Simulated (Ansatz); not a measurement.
# Pressure series in hypothetical fluorite BeBr2

The reference is BeBr₂ in the fluorite structure (space group Fm-3m, No. 225; a = 6.485 Å; a hypothetical phase, not in the database extracts checked).

Cell and atoms are relaxed at each pressure.

Method: PBE in Ansatz (plane waves to 420 eV, PAW, no spin-orbit coupling).

Computed cases, in order: pressure −2 GPa; pressure −1 GPa; 0 GPa (base); pressure 1.8 GPa; pressure 4.2 GPa; pressure 9 GPa; pressure 18 GPa; pressure 30 GPa; pressure 45 GPa; pressure 60 GPa.

Between which two neighbouring cases does the band gap open or close?

Between pressure 18 GPa (0.07 eV) and pressure 30 GPa (zero). The whole series: pressure −2 GPa: 0.14 eV; pressure −1 GPa: 0.19 eV; 0 GPa (base): 0.23 eV; pressure 1.8 GPa: 0.31 eV; pressure 4.2 GPa: 0.39 eV; pressure 9 GPa: 0.51 eV; pressure 18 GPa: 0.07 eV; pressure 30 GPa: zero; pressure 45 GPa: zero; pressure 60 GPa: zero.

The mesh was chosen for an insulator and is coarse for the gapless case. Load acts through the strain it causes; cell and atoms are relaxed under it. Whether these cells are dynamically stable was not tested. No other phases were tried under pressure. The final runs are not spin-polarised. The zero or small gap of BeBr2 can change with the level of theory.

Ansatz is a first-principles code.
